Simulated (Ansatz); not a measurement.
## Ti on the 1x1 (0001) surface of hcp Co, ferromagnetic, one in a 2x2 cell, started at the site 'top Co'

These are PBE (plane waves to 420 eV, PAW; Ansatz, a program for electronic structure) values and carry that method's errors.

Model: 17-atom slab, 6.0 Å thick at the start under the adsorbate (thin: gaps and levels are the slab's own), 7x7x1 mesh, Fermi-Dirac 0.1 eV, dipole correction, 8 atoms held, the rest relaxed; start symmetry kept, larger cells not searched; spin-polarised, no spin-orbit, no U, no dispersion correction. At the end it is bonded to 7 Co. In PBE this state lies 0.43 eV over the lowest of the starts that converged ('hollow Co-Co-Co over Co at depth 2.0 Å').

The adsorption energy against an atom of hcp Ti is 48 kJ/mol and the work function of the top face is 2.79 eV. The change of the work function comes out as -2.19 eV. The change of the step from the bottom to the top vacuum level, against the clean slab comes out as -2.17 eV, the energy released by relaxation is 2.43 eV and the height of the binding atom over the mean of the host atoms within 0.3 Å of the top one comes out as 1.571 Å. The magnetic moment of the cell comes out as 23.98 μB and the nearest host atoms of the binding atom is Co at 1.94 Å, Co at 2.95 Å, Co at 2.95 Å. The largest move of a host atom is 0.22 Å and the cost is very roughly 40 core-minutes.

A negative adsorption energy means that the adsorbate is more stable on the surface than in its reference.
